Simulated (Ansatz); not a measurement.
Base system: CdSe in the wurtzite structure (space group P6_3mc, No. 186).

```
CdSe
1.0
    4.38279     0.00000     0.00000
   -2.19140     3.79561     0.00000
    0.00000     0.00000     7.15437
Cd Se
2 2
Direct
  0.33333   0.66667   0.00013
  0.66667   0.33333   0.50013
  0.33333   0.66667   0.37587
  0.66667   0.33333   0.87587
```

Cartesian axes are those of the cell as printed.

Computed with PBE in Ansatz (plane waves to 420 eV, PAW, scalar-relativistic without spin-orbit coupling).

It is then changed as follows: the cell is stretched by 0.60 % along z with no lateral relaxation; the atoms relax in the strained cell.

**Question.** Predict the stress tensor and what it implies for the stiffness.

**Answer.** Stress of the strained cell less that of the base (GPa, compression positive):
```
  -0.18    0.00    0.00
   0.00   -0.18    0.00
   0.00    0.00   -0.43
```

Then −Δσ_ii/ε with ε = 0.0060 gives relaxed-ion elastic constants: C33 ≈ 72 GPa.

No phonon test of stability was made.

Ansatz is a program for electronic structure.
